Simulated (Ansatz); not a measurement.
Reference: BeS (F-43m), PBEsol, rigid bands (plane waves, PAW, scalar-relativistic; Ansatz, a program for electronic structure); axes and stresses refer to this cell.

```
BeS
1.0
    0.00000     2.41892     2.41892
    2.41892     0.00000     2.41892
    2.41892     2.41892     0.00000
Be S
1 1
Direct
  0.00000   0.00000   0.00000
  0.75000   0.75000   0.75000
```

The band gap is 2.91 eV and the Seebeck coefficient, n-type 1e19 cm⁻³ comes out as -275 μV/K. The electron conductivity mass is 0.37 mₑ.

Question: Change: functional PBE, cell relaxed with it. What happens to band gap, Seebeck coefficient, n-type 1e19 cm⁻³, electron conductivity mass?

Answer: band gap increases to 3.15 eV; Seebeck coefficient, n-type 1e19 cm⁻³ moves little, to -280 μV/K; electron conductivity mass goes up to 0.38 mₑ.

Masses are for dilute carriers at 300 K, harmonic means over directions unless an axis is named. Seebeck coefficients are for the stated density at 300 K, with one relaxation time for all states and whether or not that doping can be reached. Spin-orbit coupling is left out unless a row names it.
